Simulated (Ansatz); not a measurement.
System: TiAl3 (I4/mmm, No. 139). Method: r²SCAN+rVV10 (Ansatz, a program for electronic structure, PAW).

Run with plane-wave cutoff 560 eV, 20×20×20 k mesh, Fermi–Dirac smearing 0.05 eV, no spin polarisation, scalar-relativistic PAW data made under PBE.

Shape and atoms are relaxed at each volume.

Pressure at four volumes; x = ln(V/15.582 Å³). One pressure is withheld.

```json
[
 {"V (Å³/atom)": "14.959", "x": "-0.0408", "P (GPa)": "5.15"},
 {"V (Å³/atom)": "15.582", "x": "0.0000", "P (GPa)": "-0.01"},
 {"V (Å³/atom)": "15.894", "x": "0.0198", "P (GPa)": "-2.22"},
 {"V (Å³/atom)": "16.205", "x": "0.0392", "P (GPa)": "?"}
]
```

Pass a parabola P(x) through the three rows shown, estimate the bulk modulus and its pressure derivative near zero pressure, and predict the withheld pressure.

Slopes between the rows: (-0.01 − (5.15))/(0.0000 − (-0.0408)) = -126.47 and (-2.22 − (-0.01))/(0.0198 − (0.0000)) = -111.62 GPa. Their difference over the span 0.0606 is c = 14.85/0.0606 = 245.0 GPa, so P(x) = 5.15 + (-126.47)(x − (-0.0408)) + 245.0 (x − (-0.0408))(x − (0.0000)). At the middle row B = −dP/dx = −[-126.47 + 245.0 × 0.0408] = 116.5 GPa, and B′ = dB/dP = 2c/B = 4.2. At x = 0.0392 the parabola gives -4.20 GPa; the run gives -4.23 GPa. The Birch–Murnaghan fit to the energies at all volumes has B0 = 117 GPa and B′ = 4.0.

Note: the bulk modulus comes from volumes at which shape and atoms were relaxed.
